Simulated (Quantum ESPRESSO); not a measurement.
Input and output of a self-consistent single point for Ga5Ni (I4/mcm, 12 atoms in the cell) (Quantum ESPRESSO).

Method of the run: LDA (PZ), PSlibrary PAW (LDA) pseudopotentials (plane waves; Quantum ESPRESSO).

```
Ga5Ni
1.0
   -3.14072     3.14072     4.78887
    3.14072    -3.14072     4.78887
    3.14072     3.14072    -4.78887
Ga Ni
10 2
Direct
  0.00000   0.00000   0.00000
  0.50000   0.50000   0.00000
  0.00711   0.50711   0.80068
  0.99289   0.49289   0.19932
  0.50711   0.70643   0.50000
  0.49289   0.29357   0.50000
  0.70643   0.20643   0.19932
  0.29357   0.79357   0.80068
  0.20643   0.00711   0.50000
  0.79357   0.99289   0.50000
  0.75000   0.75000   0.00000
  0.25000   0.25000   0.00000
```

Reference input (self-consistent single point, DFT, LDA (PZ), plane waves, PSlibrary PAW (LDA) pseudopotentials): ecutwfc = 70 Ry; ecutrho = 420 Ry; occupations = smearing; smearing = marzari-vanderbilt; degauss = 0.0036749 Ry; potentials = {Ga: Ga.pz-dn-kjpaw_psl.1.0.0.UPF, Ni: Ni.pz-n-kjpaw_psl.1.0.0.UPF}; K_POINTS = automatic 4 4 4 1 1 1; conv_thr = 1e-09 Ry. This run's input differs from it in these lines:

```diff
@@ -12,4 +12,4 @@
  ntyp = 2
- ecutwfc = 70
- ecutrho = 420
+ ecutwfc = 49
+ ecutrho = 294
  occupations = 'smearing'
```

Log, with long lists cut:

```
     Self-consistent Calculation

     iteration #  1     ecut=    49.00 Ry     beta= 0.70

     total energy              =   -3083.31192248 Ry
     estimated scf accuracy    <       2.39426627 Ry

     iteration #  2     ecut=    49.00 Ry     beta= 0.70

     total energy              =   -3078.87291205 Ry
     estimated scf accuracy    <     106.45787843 Ry

     iteration #  3     ecut=    49.00 Ry     beta= 0.70

     total energy              =   -3085.34520130 Ry
     estimated scf accuracy    <       0.15837947 Ry

   [... 13 blocks of this kind left out ...]

     iteration # 17     ecut=    49.00 Ry     beta= 0.70

     total energy              =   -3085.42527709 Ry
     estimated scf accuracy    <          5.4E-09 Ry

     iteration # 18     ecut=    49.00 Ry     beta= 0.70
     End of self-consistent calculation

     the Fermi energy is    11.3602 ev

!    total energy              =   -3085.42527709 Ry
     estimated scf accuracy    <          5.5E-10 Ry
     smearing contrib. (-TS)   =      -0.00008895 Ry
     internal energy E=F+TS    =   -3085.42518814 Ry

     convergence has been achieved in  18 iterations

     Forces acting on atoms (cartesian axes, Ry/au):

     atom    1 type  1   force =     0.00000000    0.00000000    0.00000000
     atom    2 type  1   force =     0.00000000    0.00000000   -0.00000000
     atom    3 type  1   force =     0.00253980    0.00253980   -0.00012228
     atom    4 type  1   force =    -0.00253980   -0.00253980    0.00012228
     atom    5 type  1   force =    -0.00253980    0.00253980   -0.00012228
   [... lines left out ...]

     Total force =     0.010165     Total SCF correction =     0.000005

          total   stress  (Ry/bohr**3)                   (kbar)     P=      -42.25
  -0.00028173   0.00000000   0.00000000          -41.44        0.00        0.00
   0.00000000  -0.00028173   0.00000000            0.00      -41.44        0.00
   0.00000000   0.00000000  -0.00029822            0.00        0.00      -43.87

   JOB DONE.
```

The run converged in 18 iterations. Against the reference run the free energy goes up by 17.5 meV/atom, the pressure goes from -4.01 to -4.23 GPa and the largest force moves little (0.093 to 0.092 eV/Å).

The starting cell comes from a database of computed structures (which also holds hypothetical and non-ambient phases and stackings), without a prior relaxation at this level. Spin polarisation is off. At the lowered cutoff the pressure carries the error of an incomplete plane-wave basis.

Cost on one core of a shared machine: roughly 10 min.
